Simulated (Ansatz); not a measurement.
## What tensor shear ε_yz = +1.32 % does to Al5W

Take Al5W (space group P6_322, No. 182; a = 4.876 Å, c = 8.827 Å; a cell from a computed database, its experimental status unchecked) as the base. Axes: x lies along a and z along c of the hexagonal cell.

One thing is altered: a pure shear with ε_yz = ε_zy = 0.0132; the atoms relax in the strained cell.

Method: plane-wave PAW DFT at the PBEsol level (Ansatz, an electronic-structure program, 420 eV), spin-orbit coupling left out. Settings: 9×9×5 k-points, 0.05 eV Fermi–Dirac smearing.

```csv
quantity,base,changed,shift
volume per atom,15.15 Å³,15.14 Å³,-0.003 Å³
space group,P6_322 (No. 182),C2 (No. 5),–
energy relative to the base (free energy F),0 meV/atom,+3.7 meV/atom,+3.7 meV/atom
band gap,zero,zero,–
"stress (xx, yy, zz, yz, xz, xy; compression positive) (rough)",–,"(0.1, 0.1, 0.1, -3.0, 0.0, 0.0) GPa",–
```

Final structure:

```
Al5W
1.0
    4.87629     0.00000     0.00000
   -2.43815     4.22299     0.05574
    0.00000     0.11651     8.82658
Al W
10 2
Direct
  0.99955   0.00003   0.75000
  0.99952   0.99997   0.25000
  0.33375   0.66657   0.75000
  0.66717   0.33343   0.25000
  0.33878   0.33725   0.00015
  0.00023   0.33912   0.50012
  0.66145   0.00000   0.00000
  0.66111   0.66088   0.49988
  0.00152   0.66275   0.99985
  0.33661   0.00000   0.50000
  0.33350   0.66668   0.25000
  0.66683   0.33332   0.75000
```

Cost of the whole job for the changed cell (relaxation, final SCF and bands): very roughly 4 core-minutes.

Without a gap, meshes like the base's 9×9×5 leave anisotropic stresses uncertain by several tenths of a GPa, and small strain energies with them. Whether these cells are dynamically stable was not tested. All final runs are without spin polarisation.
